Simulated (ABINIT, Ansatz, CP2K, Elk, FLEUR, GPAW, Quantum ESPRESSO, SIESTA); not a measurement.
One structure in several programs: MnI₂ (P-3m1, 3 atoms in the cell)

Self-consistent single point, at a second geometry (lattice scaled by 0.98). First geometry:

```yaml
crystal:
  lattice:
    - [4.16858, 0.00000, 0.00000]
    - [-2.08429, 3.61010, 0.00000]
    - [0.00000, 0.00000, 7.14620]
  atoms:
    - { symbol: Mn, position: [0.00000, 0.00000, 0.00000], spin: 4.0 }
    - { symbol: I, position: [0.33333, 0.66667, 0.23089] }
    - { symbol: I, position: [0.66667, 0.33333, 0.76911] }
```
(The spins are starting values, not results.)

Shared settings, as Ansatz (an electronic-structure program) writes them: kpoints.mp_grid.grid = 5 5 3; scf.occupations.method = fermi_dirac; scf.occupations.width = 0.05 eV. Potentials and cutoffs stand in the table.

```
code                                                                                                                                      model  ΔF from the first geometry (meV/atom)  pressure (GPa)  largest force (eV/Å)  gap on the mesh (eV)  size of the net moment (μB/atom)           cutoff
----------------  -----------------------------------------------------------------------------------------------------------------------------  -------------------------------------  --------------  --------------------  --------------------  --------------------------------  ---------------
Quantum ESPRESSO                                                          PBEsol, PseudoDojo standard norm-conserving (PBESOL) pseudopotentials                                  -12.4            0.01                 0.077                 0.998                              1.67           100 Ry
CP2K                                                                 PBEsol, GPW, DZVP-MOLOPT-SR-GTH basis, GTH-PBE potentials (GTH_POTENTIALS)                                   -4.8            0.69                 0.217                 1.202                              1.67      grid 600 Ry
ABINIT                                                           PBEsol, norm-conserving pseudopotentials (PseudoDojo nc-sr-04 PBEsol standard)                                  -12.4            0.00                 0.077                 0.998                              1.67            48 Ha
Elk                                           PBEsol, all-electron FP-LAPW, Elk's shipped species files, APW+lo basis with extra local orbitals                                   -8.8               –                     –                 0.884                              1.67         rgkmax 8
FLEUR                                                                           PBEsol, all-electron FLAPW (FLEUR), scalar-relativistic valence                                  -10.5               –                 0.094                 0.921                              1.67  Kmax 3.9 1/bohr
GPAW                                                                                      PBEsol, GPAW PAW datasets PBEsol (made by gpaw-setup)                                  -10.3            0.21                 0.108                 0.910                              1.67           850 eV
SIESTA            GGA PBEsol, numerical atomic orbitals DZP, PseudoDojo PBEsol standard norm-conserving potentials (rewritten from UPF to PSML)                                  -35.6           -1.72                 0.096                 1.358                              1.67      grid 400 Ry
Ansatz                                                                                                          PBEsol, PAW files made with PBE                                  -12.7           -0.05                 0.071                     –                              1.67          default
```

A dash marks a value that a program does not give, or that is left out as unsure.

No gap is tabulated for Ansatz: it is not read from that output, or partly filled or unconverged empty levels leave it unsure.

Gaps are read on the mesh.

On Ansatz's run: spin-orbit coupling is off. With one magnetic atom in the cell only a parallel order is possible.

The spread over the programs that give each value: ΔF from the first geometry within 30.8 meV/atom; pressure within 2.41 GPa; largest force within 0.146 eV/Å; gap on the mesh within 0.474 eV; size of the net moment within 0.00 μB/atom.

CP2K and SIESTA use small atom-centred bases, whose incompleteness enters pressures, forces and empty levels differently from a plane-wave cutoff. Elk and FLEUR treat all electrons, but the usual bases taken here (sphere radii, linearisation, local orbitals, empty states) were not tested for convergence, so the values are no reference for the others. Ansatz's pressure is given at a fixed set of plane waves, as the other plane-wave codes print theirs; with its correction for the finite basis it is -0.01 GPa. In the pressure, SIESTA (by 1.73) lies more than 1 GPa from the median of the plane-wave programs. In the gap, CP2K (by 0.204) and SIESTA (by 0.360) lie more than 0.12 eV from the median of the plane-wave programs. In the force vectors, CP2K (by 0.140) lies more than 0.08 eV/Å from the median of the plane-wave programs.

The starting cell comes from a database of computed structures (which also holds hypothetical and non-ambient phases and stackings), without a prior relaxation at this level. For this run, on top of that: lattice scaled by 0.98.

Keys are those of Ansatz 0.2.
